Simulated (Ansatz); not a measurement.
Pressure series in TiO2

The reference is TiO2 in the anatase structure (space group I4_1/amd, No. 141; a = 3.7984 Å, c = 9.7038 Å).

Cell and atoms are relaxed at each pressure.

Calculations: Ansatz (a first-principles code) PBE, no SOC, earlier PAW set.

```
P (GPa)  V (Å³/atom)
-------  -----------
-2.00         11.805
-1.00         11.735
0.30          11.648
0.70          11.621
1.50          11.568
3.00          11.472
5.00          11.347
7.50          11.196
10.00         11.051
```

Task: Fit a third-order Birch–Murnaghan equation of state.

Result: Least squares on P(V) = (3B₀/2)[(V₀/V)^(7/3) − (V₀/V)^(5/3)]·[1 + (3/4)(B₀′ − 4)((V₀/V)^(2/3) − 1)] gives V₀ = 11.67 Å³/atom, B₀ = 174 GPa and B₀′ = 2.2.

Between the base and pressure 10 GPa the gap moves from 2.13 eV to 2.06 eV, a mean slope of -6.8 meV/GPa.

Load acts through the strain it causes; cell and atoms are relaxed under it. Stability against distortions was not tested. No other phases were tried under pressure. The final runs are not spin-polarised.
